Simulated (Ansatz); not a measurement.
Consider Si in the diamond structure (space group Fd-3m, No. 227; a = 5.434 Å). Axes: x, y, z lie along the cube axes.

One thing is altered: compressive biaxial strain of 1.29 % in the plane normal to [001], as in epitaxy on a mismatched substrate; the out-of-plane cell vector and the atoms relax.

Levels (all Ansatz, a quantum-chemistry and plane-wave program, PAW): PBEsol (420 eV, no SOC); r2SCAN (500 eV, no spin-orbit coupling).

The geometry is relaxed with PBEsol.

- PBEsol lowest conduction level above the VBM at special points: X 0.45 eV; M 0.63 eV; S₀ 1.20 eV; S 1.20 eV
- PBEsol smallest direct gap: 2.44 eV
- PBEsol pressure: 15.1 kbar

Task: How does going to r2SCAN change the lowest conduction level above the VBM at special points, smallest direct gap and pressure?

Result: The lowest conduction level above the VBM at special points goes from X 0.45 eV; M 0.63 eV; S₀ 1.20 eV; S 1.20 eV to X 0.75 eV; M 0.95 eV; S₀ 1.53 eV; S 1.53 eV; the smallest direct gap rises by 0.215 eV to 2.66 eV; the pressure goes up by 6.6 kbar (15.1 kbar → 21.7 kbar).

Single points use the geometry relaxed with PBEsol. Their cutoffs differ, which shifts pressures a little. Whether these cells are dynamically stable was not tested. k-point labels follow each cell's own Brillouin zone.
